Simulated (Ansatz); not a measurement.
Input for fluorite (0 0 1) on cubic SrTiO3 (0 0 1) (film strained to the substrate, faces as cut):

Ansatz 0.2 input:
```yaml
crystal:
  lattice:
    - [3.936793, 0.0, 0.065225661]
    - [0.0, 3.936793, -0.002156579]
    - [-0.553711196, -1.984680903, 26.398049147]
  atoms:
    - { symbol: Sr, position: [0.112824985, 0.154119081, 0.121030094] }
    - { symbol: Ti, position: [0.619674362, 0.629434528, 0.036417631] }
    - { symbol: O, position: [0.130442077, 0.635894706, 0.023602306] }
    - { symbol: O, position: [0.631158607, 0.13367682, 0.020998654] }
    - { symbol: O, position: [0.621082971, 0.657108567, 0.103011719] }
    - { symbol: Sr, position: [0.115503036, 0.234057016, 0.281216916] }
    - { symbol: Ti, position: [0.613545421, 0.690368707, 0.195726889] }
    - { symbol: O, position: [0.115630653, 0.684681039, 0.183210705] }
    - { symbol: O, position: [0.614638093, 0.186331254, 0.183220259] }
    - { symbol: O, position: [0.615877501, 0.724319186, 0.262771334] }
    - { symbol: Sr, position: [0.121061966, 0.338274151, 0.439519096] }
    - { symbol: Ti, position: [0.619852544, 0.777188238, 0.35547718] }
    - { symbol: O, position: [0.118143273, 0.763092825, 0.343145936] }
    - { symbol: O, position: [0.617202049, 0.265534405, 0.343120783] }
    - { symbol: O, position: [0.626511321, 0.813240497, 0.42267434] }
    - { symbol: Ti, position: [0.602968094, 0.897353961, 0.511158414] }
    - { symbol: O, position: [0.141551254, 0.860757129, 0.498586819] }
    - { symbol: O, position: [0.632168093, 0.352382801, 0.498835453] }
    - { symbol: Ca, position: [0.220191832, 0.078184957, 0.749810633] }
    - { symbol: Ca, position: [0.690479739, 0.510416511, 0.644476738] }
    - { symbol: Ca, position: [0.147716081, 0.127840286, 0.959921951] }
    - { symbol: Ca, position: [0.700741364, 0.617118766, 0.85413921] }
    - { symbol: F, position: [0.742653143, 0.041504071, 0.694234675] }
    - { symbol: F, position: [0.268057913, 0.559062924, 0.7119052] }
    - { symbol: F, position: [0.18795723, 0.42789841, 0.611673085] }
    - { symbol: F, position: [0.65649767, -0.082431256, 0.580486675] }
    - { symbol: F, position: [0.657051618, 0.120007542, 0.910621698] }
    - { symbol: F, position: [0.160169091, 0.612871962, 0.916053488] }
    - { symbol: F, position: [0.203621839, 0.619633494, 0.812767641] }
    - { symbol: F, position: [0.713321328, 0.106669385, 0.803366678] }
basis:
  ecutwfc: 420
  ecutrho_ratio: 4
  xc_grid: 2
kpoints:
  mp_grid: { grid: [6, 6, 1] }
hamiltonian:
  xc: pbe
  dispersion: none
  pseudopotentials: { kind: paw }
scf:
  n_extra_bands: 34
  occupations: { method: fermi_dirac, width: 0.05 }
output:
  forces: true
  stress: true
  eigenstates:
    kpoints:
      - [0, 0, 0]
      - [0.5, 0, 0]
      - [0, 0.5, 0]
      - [0.5, 0.5, 0]
    e_range: [-3.5, 3.5]
    localisation: true
relax:
  f_tol: 0.04
  max_steps: 70
  cell: { fix: [a, b, gamma], stress_tol: 0.3 }
```

Level of theory: PBE (plane waves to 420 eV, PAW; Ansatz, a first-principles code). Scalar-relativistic, without spin–orbit coupling; the runs are not spin-polarised. Its k-point mesh 6×6×1, Fermi–Dirac width 0.05 eV.

Question: Write the closing report of this run, without the band table and long remarks, to eight decimals at most.

Answer: 
```
SCF converged after 5 iterations
Free energy (F): -40659.375527 eV
Harris-Foulkes:  -40659.375527 eV  (|F-HF|=1.43e-8)
Internal energy: -40659.375522 eV  (E = F + TS)
E sigma→0 (E₀):  -40659.375524 eV
Entropy (-TS):   -0.000004 eV (0.000 meV/atom)
Fermi energy:    7.607019 eV
--- Per-component energies (eV) ---
  E_band       = -1866.001496
  E_kinetic    = 6522.209173
  E_local      = -17973.778310  (includes V_loc(G=0)·N_el)
  E_nonlocal   = 1985.399501
  E_hartree    = 6550.529064
  E_xc         = -2924.671401
  E_vxc        = -3532.936740  (∫ρ·V_xc dr)
  E_paw        = -19039.564042  (= ΣΔE_a)
  E_vpaw       = -1967.997320  (= ΣTr[D̂ρ^β])
  E_aug_tail   = 0.043893  (compensation charges beyond the density's cutoff)
  E_ewald      = -15779.543401
  E_smearing   = -0.000004  (= −TS)
  E_closure    = 0.000000  (closes the sum)
  Σ components = -40659.375527   (vs F -40659.375527, Δ=0.00e0)
--- Forces (eV/Å), atoms counted from 1 ---
  atom   1  Sr     0.00200906    -0.00079246    -0.00831687
  atom   2  Ti     0.00959565    -0.00114556    -0.02419663
  atom   3  O     -0.00815697    -0.00928666    -0.00457431
  atom   4  O     -0.00901871    -0.00322868     0.00662940
  atom   5  O      0.00221048     0.00403617     0.03298824
  atom   6  Sr     0.00037661     0.00095398     0.00181634
  atom   7  Ti     0.00805705     0.00734438    -0.03018341
  atom   8  O     -0.00589543    -0.00319797     0.00119883
  atom   9  O     -0.00141830    -0.00095770     0.00007212
  atom  10  O     -0.00067325    -0.00235711     0.02718543
  atom  11  Sr    -0.01009721     0.00408195     0.00142704
  atom  12  Ti    -0.01701806    -0.00981094    -0.03859628
  atom  13  O      0.01150463     0.00287692     0.00117519
  atom  14  O      0.00365958     0.01042314     0.00139142
  atom  15  O      0.00542546    -0.00162809     0.03559062
  atom  16  Ti     0.00797401    -0.01625675    -0.02777375
  atom  17  O     -0.00881581    -0.00294743     0.01131385
  atom  18  O      0.00767910     0.01503782     0.00830904
  atom  19  Ca     0.01057591     0.00613125     0.00887857
  atom  20  Ca     0.02896659    -0.01163880    -0.01244368
  atom  21  Ca    -0.00678171    -0.01289436    -0.01693050
  atom  22  Ca    -0.00854034    -0.00070641     0.00501113
  atom  23  F     -0.01573356    -0.01694793    -0.00404496
  atom  24  F     -0.01414177     0.00928909     0.00119836
  atom  25  F     -0.01807706     0.01074152     0.00268935
  atom  26  F     -0.00210169     0.01047152     0.00681685
  atom  27  F      0.01156277    -0.00602853     0.01096973
  atom  28  F      0.00873689     0.01976475     0.00738239
  atom  29  F     -0.00559319     0.00217662    -0.00051530
  atom  30  F      0.01373677    -0.00351947    -0.00440763
  max |Σ_I F_I| component: 6.06e-5 eV/Å
--- Stress (GPa, compression-positive) ---
       -3.484112      -0.049412      -0.043788
       -0.049412      -2.869591      -0.019381
       -0.043788      -0.019381       0.064180
  P = ⅓ Tr σ = -2.0965 GPa (-20.965 kbar)
--- Relaxed structure (6 steps of the walk, 6 accepted, 1 SCFs on fresh bases) ---
  F+E_penalty+E_count = -40659.37552664 eV   max|allowed force component| = 3.860e-2 eV/Å   (the final SCF, on the basis selected at the relaxed cell)
  cell:  # Å, volume = 408.9921 Å³
    - [3.93669307, -4.47466677e-6, 0.07100136]
    - [-0.00018011, 3.93678493, 0.00825344]
    - [-0.51461470, -1.91485902, 26.37683828]
  atoms:
    - { symbol: Sr, position: [0.14809787, 0.18966501, 0.12107303] }
    - { symbol: Ti, position: [0.64751132, 0.65130734, 0.03606359] }
    - { symbol: O, position: [0.15809443, 0.65710617, 0.02214333] }
    - { symbol: O, position: [0.65838371, 0.15526958, 0.02031709] }
    - { symbol: O, position: [0.65099479, 0.68403629, 0.10237151] }
    - { symbol: Sr, position: [0.14966816, 0.26475018, 0.28159974] }
    - { symbol: Ti, position: [0.64845012, 0.72416320, 0.19566363] }
    - { symbol: O, position: [0.15006061, 0.71988215, 0.18281002] }
    - { symbol: O, position: [0.64984365, 0.21989676, 0.18275426] }
    - { symbol: O, position: [0.64985452, 0.75620047, 0.26226023] }
    - { symbol: Sr, position: [0.14275316, 0.35025776, 0.44069156] }
    - { symbol: Ti, position: [0.65032207, 0.80288567, 0.35589598] }
    - { symbol: O, position: [0.15036705, 0.79244117, 0.34303986] }
    - { symbol: O, position: [0.65061447, 0.29279473, 0.34305548] }
    - { symbol: O, position: [0.65284727, 0.83110314, 0.42245230] }
    - { symbol: Ti, position: [0.61351274, 0.91293134, 0.51410040] }
    - { symbol: O, position: [0.16208124, 0.87145293, 0.49909300] }
    - { symbol: O, position: [0.64964182, 0.36019818, 0.49999219] }
    - { symbol: Ca, position: [0.15619794, 0.01698199, 0.74954348] }
    - { symbol: Ca, position: [0.64752810, 0.46432738, 0.64478230] }
    - { symbol: Ca, position: [0.15227648, 0.12065621, 0.95940593] }
    - { symbol: Ca, position: [0.65365500, 0.56906806, 0.85413456] }
    - { symbol: F, position: [0.66239729, -0.00900006, 0.69627409] }
    - { symbol: F, position: [0.16833775, 0.49835307, 0.70983641] }
    - { symbol: F, position: [0.14786758, 0.42860903, 0.60881658] }
    - { symbol: F, position: [0.64155114, -0.07737226, 0.58338695] }
    - { symbol: F, position: [0.64998993, 0.09643745, 0.91091542] }
    - { symbol: F, position: [0.14867530, 0.59814148, 0.91459644] }
    - { symbol: F, position: [0.15313120, 0.54856887, 0.81145507] }
    - { symbol: F, position: [0.65358846, 0.04547868, 0.80465778] }
```

Cost: very roughly 9 core-minutes.
